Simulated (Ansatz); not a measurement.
Base system: MgS in the rock salt structure (space group Fm-3m, No. 225; a = 5.203 Å). Axes: x, y, z lie along the cube axes.

Calculations: r2SCAN (Ansatz, a quantum-chemistry and plane-wave program), no SOC.

Before the change:

The electron mass comes out as 0.53 mₑ along k, 0.31 mₑ across (at X), the valence-band top at Γ is 0.00, 0.00, 0.00 eV and the smallest direct gap comes out as 4.64 eV.

The change: uniaxial strain ε_zz = −0.50 %, all other strain components held at zero, atoms relaxed at fixed cell.

Estimate the effect on the electron mass, stress, valence-band top at Γ and smallest direct gap.

The electron mass goes from 0.53 mₑ along k, 0.31 mₑ across (at X) to 0.52 mₑ along k, 0.31 mₑ across (at X); the stress (xx, yy, zz, yz, xz, xy; compression positive) comes out as (0.22, 0.22, 0.78, 0.00, 0.00, 0.00) GPa; the valence-band top at Γ (three highest levels, from the VBM) becomes 0.00, 0.00, -0.02 eV (base: 0.00, 0.00, 0.00 eV); the smallest direct gap increases by 0.035 eV (4.64 eV → 4.68 eV).

Effective masses come from finite differences of ±0.01 Å⁻¹. Along k means along the line from Γ to the band edge. Whether these cells are dynamically stable was not tested.
